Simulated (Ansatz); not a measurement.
```
CELL_PARAMETERS angstrom
     26.50000     0.00000     0.00000
      0.00000    26.50000     0.00000
      0.00000     0.00000     3.61732
ATOMIC_POSITIONS crystal
  As 0.73583 0.53609 0.50000
  As 0.77820 0.58613 0.00000
  As 0.69682 0.63484 0.00000
  As 0.71328 0.69831 0.50000
  As 0.61883 0.70688 0.50000
  As 0.60611 0.77121 0.00000
  As 0.51730 0.73795 0.00000
  As 0.47793 0.79040 0.50000
  As 0.41234 0.72189 0.50000
  As 0.35412 0.75206 0.00000
  As 0.32475 0.66188 0.00000
  As 0.25920 0.66380 0.50000
  As 0.27186 0.56981 0.50000
  As 0.21197 0.54310 0.00000
  As 0.26417 0.46391 0.00000
  As 0.22180 0.41387 0.50000
  As 0.30318 0.36516 0.50000
  As 0.28672 0.30169 0.00000
  As 0.38117 0.29312 0.00000
  As 0.39389 0.22879 0.50000
  As 0.48270 0.26205 0.50000
  As 0.52207 0.20960 0.00000
  As 0.58766 0.27811 0.00000
  As 0.64588 0.24794 0.50000
  As 0.67525 0.33812 0.50000
  As 0.74080 0.33620 0.00000
  As 0.72814 0.43019 0.00000
  As 0.78803 0.45690 0.50000
```

Method: PBE (plane waves to 420 eV, PAW; Ansatz, a first-principles code). Mesh 1×1×10. No spin polarisation. It repeats along c; a and b span vacuum. A hypothetical model, rolled from the flat sheet. Only distortions within the start's symmetry and period were free. Values not marked SOC lack spin–orbit coupling.

Question: Tabulate the two highest filled and two lowest empty levels along the axis, from the valence top.

Answer: 
| k (2π/c) | v2 (eV) | v1 (eV) | c1 (eV) | c2 (eV) |
|---|---|---|---|---|
| 0.000 | -0.14 | 0.00 | 1.65 | 1.66 |
| 0.042 | -0.22 | -0.11 | 1.78 | 1.78 |
| 0.083 | -0.29 | -0.23 | 2.11 | 2.11 |
| 0.125 | -0.28 | -0.28 | 2.49 | 2.49 |
| 0.167 | -0.29 | -0.29 | 2.27 | 2.27 |
| 0.208 | -0.35 | -0.35 | 2.00 | 2.00 |
| 0.250 | -0.44 | -0.41 | 1.76 | 1.76 |
| 0.292 | -0.44 | -0.39 | 1.65 | 1.65 |
| 0.333 | -0.47 | -0.41 | 1.66 | 1.66 |
| 0.375 | -0.56 | -0.48 | 1.77 | 1.77 |
| 0.417 | -0.69 | -0.60 | 1.86 | 1.86 |
| 0.458 | -0.86 | -0.76 | 1.94 | 1.94 |
| 0.500 | -0.95 | -0.95 | 2.07 | 2.07 |
